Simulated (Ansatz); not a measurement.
## Pressure series in C

Take C in the graphite type structure (space group P6_3/mmc, No. 194; a = 2.465 Å, c = 6.729 Å; layered, stacked along the Cartesian z axis) as the base.

Cell and atoms are relaxed at each pressure.

Level of theory: Ansatz (a program for electronic structure) PBE-D3(BJ), without spin-orbit coupling, earlier PAW set.

| change | lattice parameter a | c/a ratio |
|---|---|---|
| base | 2.465 Å | 2.730 |
| pressure −1 GPa | 2.467 Å | 2.833 |
| pressure 0.3 GPa | 2.464 Å | 2.709 |
| pressure 0.7 GPa | 2.464 Å | (withheld) |
| pressure 1.5 GPa | 2.462 Å | 2.638 |
| pressure 3 GPa | 2.459 Å | (withheld) |
| pressure 5 GPa | 2.456 Å | 2.513 |
| pressure 7.5 GPa | (withheld) | 2.454 |
| pressure 10 GPa | 2.448 Å | 2.407 |

### Question
What belongs in the blanks?

### Answer

- pressure 0.7 GPa, c/a ratio: 2.682
- pressure 3 GPa, c/a ratio: 2.575
- pressure 7.5 GPa, lattice parameter a: 2.452 Å

The mesh was chosen for an insulator and is coarse for the gapless case. Load acts through the strain it causes; cell and atoms are relaxed under it. Stability against distortions was not tested. No other phases were tried under pressure.
